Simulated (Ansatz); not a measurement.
Base system: Pt in the fcc (Cu type) structure (space group Fm-3m, No. 225).

```
Pt
1.0
    0.00000     1.97013     1.97013
    1.97013     0.00000     1.97013
    1.97013     1.97013     0.00000
Pt
1
Direct
  0.00000   0.00000   0.00000
```

Cartesian axes are those of the cell as printed.

Level of theory: Ansatz (an electronic-structure program), r2SCAN, PAW, cutoff 500 eV, without spin-orbit coupling.

Base values:

```
Property    Value
--------  -------
Pressure  0.0 GPa
```

It is then changed as follows: the cell is compressed by 0.41 % along y with no lateral relaxation; the atoms relax in the strained cell.

Question: How does this affect the pressure?

Answer: The pressure (mean of the normal stresses, compression positive) goes from zero to 1.1 GPa.

Question: What happens to the energy relative to the base?

Answer: The energy is nearly the same.

Without a gap, meshes like the base's 20×20×20 leave anisotropic stresses uncertain by several tenths of a GPa, and small strain energies with them. No phonon test of stability was made. All final runs are without spin polarisation.
